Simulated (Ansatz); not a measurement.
```cif
data_Br4K4
_chemical_formula_sum 'Br4 K4'
_space_group_name_H-M_alt 'Fm-3m'
_space_group_IT_number 225
_space_group_name_Hall '-F 4 2 3'
_cell_length_a 6.37217
_cell_length_b 6.37217
_cell_length_c 6.37217
_cell_angle_alpha 90.000
_cell_angle_beta 90.000
_cell_angle_gamma 90.000
loop_
_atom_site_label
_atom_site_type_symbol
_atom_site_symmetry_multiplicity
_atom_site_Wyckoff_symbol
_atom_site_fract_x
_atom_site_fract_y
_atom_site_fract_z
_atom_site_occupancy
Br1 Br 4 a 0.00000 0.00000 0.00000 1
K1 K 4 b 0.50000 0.50000 0.50000 1
```
(The calculation used a cell of 2 atoms; values per cell refer to that cell.)

The cell is fixed at its relaxed static size. Melting and transitions to other phases are not modelled. An odd repeat of the supercell leaves out some zone-boundary points, where instabilities often lie.

### Question
Is this phase dynamically stable in the harmonic approximation, and at 300, 600 K by the stochastic self-consistent harmonic approximation in a 3×3×3 supercell, Ansatz (a quantum-chemistry and plane-wave program), LDA functional, plane-wave PAW? Give the softest mode in each case.

### Answer
Harmonic: softest mode 35 cm⁻¹ at q = (0.00, 0.33, 0.33), so stable at the wave vectors of the supercell. 300 K: stable, softest second derivative of the free energy 33 cm⁻¹ (error under 1) at q = (0.00, 0.33, 0.33), at 0.5 GPa in this cell. 600 K: stable, softest second derivative of the free energy 32 cm⁻¹ (error under 1) at q = (0.00, 0.33, 0.33), at 1.0 GPa in this cell. The verdict is statistical, holds for these wave vectors and this fixed cell alone, and errs towards stability where frames are few. Wave vectors are fractions of the primitive cell's reciprocal vectors.
